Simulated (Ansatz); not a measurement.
Structures of equal composition on the (110) surface of bcc Nb: a layer of Zn in place of the second plane; a layer of Zn in place of the third plane. The slabs share one bottom face, and each structure is named by its start. These are constructed structures in small cells; real faces may alloy, dewet or reconstruct in larger ones, and not all known structures of the face are among them. Slabs of about 12 Å with all that they carry, Fermi-Dirac smearing of 0.1 eV. Bottom of the slabs: a bare face, its two planes held. Relaxed from the named starts with such symmetry as they have, on meshes of like density; energies extrapolated to zero smearing; no spin-orbit coupling, no U. Spin-polarised runs, if any, are marked in brackets, and their order is one that fits the cell; the others ran without spin.

All values below come from PBE (plane waves to 420 eV, PAW; Ansatz, an electronic-structure program).

Task: Put the candidates in order of energy per 1x1 cell, lowest first, for PBE.

Result: a layer of Zn in place of the third plane (0.000 eV), a layer of Zn in place of the second plane (0.343 eV)
